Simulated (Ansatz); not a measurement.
SnS under a change: biaxial strain +4.48 %, plane normal [001], relaxed out of plane

Take SnS in the GeS type structure (space group Pnma, No. 62; a = 10.9116 Å, b = 3.9534 Å, c = 4.1121 Å) as the base. Axes: x, y, z lie along a, b, c of the conventional cell.

Now apply this change: tensile biaxial strain of 4.48 % in the plane normal to [001], as in epitaxy on a mismatched substrate; the out-of-plane cell vector and the atoms relax.

Calculations: DFT with PBEsol-D3(BJ), PAW potentials and a 420 eV plane-wave cutoff in Ansatz (a program for electronic structure), no spin-orbit coupling. Settings: 8×3×8 k-points, 0.05 eV Fermi–Dirac smearing, for the changed cell.

* **Volume per atom**: 23.02 Å³ (base 22.17 Å³)
* **Space group**: Pnma (No. 62) (base Pnma (No. 62))
* **Shortest interatomic distance**: 2.599 Å (base 2.611 Å)
* **Pressure (mean of the normal stresses, compression positive)**: -1.9 GPa (base 0.0 GPa)
* **Band gap**: zero (base 0.30 eV)
* **Out-of-plane strain**: -4.90 % (rough)

Final structure (turned so that z lies along the plane normal):

```
CELL_PARAMETERS angstrom
      4.13048     0.00000     0.00000
      0.00000    11.40045     0.00000
      0.00000     0.00000     3.91039
ATOMIC_POSITIONS crystal
  Sn 0.75000 0.37827 0.54318
  Sn 0.25000 0.12173 0.04318
  Sn 0.25000 0.62173 0.45682
  Sn 0.75000 0.87827 0.95682
  S  0.75000 0.65058 0.99101
  S  0.25000 0.84942 0.49101
  S  0.25000 0.34942 0.00899
  S  0.75000 0.15058 0.50899
```

Without a gap, meshes like the base's 3×8×8 leave anisotropic stresses uncertain by several tenths of a GPa, and small strain energies with them. Whether these cells are dynamically stable was not tested. All final runs are without spin polarisation. Gaps under 0.05 eV, about the width of the smearing, are given as zero. The zero or small gap of SnS under biaxial strain +4.48 %, plane normal [001], relaxed out of plane can change with the level of theory.
